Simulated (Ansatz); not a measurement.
The starting structures come from a database of crystals and need not be the phases stable at ambient conditions.

Inside the gap of an insulator the Bloch states are evanescent, with a wavenumber k + iκ along the transport direction.

Consider the following.

```
CELL_PARAMETERS angstrom
      3.30570     0.00000     0.00000
      0.00000     5.20910     0.00000
      1.65285     0.00000     2.86282
ATOMIC_POSITIONS crystal
  Mg 0.33333 0.50326 0.33333
  Zn 0.66667 0.99682 0.66667
  O  0.33333 0.11727 0.33333
  O  0.66667 0.61066 0.66667
```

Space group of this cell: P3m1. The cell is taken as given; by PBEsol its mean pressure is -5.0 GPa.

Transport runs along the normal of the first two printed cell vectors, the (100) plane of the conventional cell.

The gap is the functional's own, uncorrected, and κ follows it; spin-orbit coupling is left out. Mid-gap values are interpolated between the computed energies.

### Question
Estimate the band gap and the smallest decay constant κ at mid-gap that PBEsol (Ansatz, a first-principles code) returns for this system.

### Answer
Gap 1.62 eV on a 10×6×10 mesh; κ = 0.161 1/Å, at the zone centre.
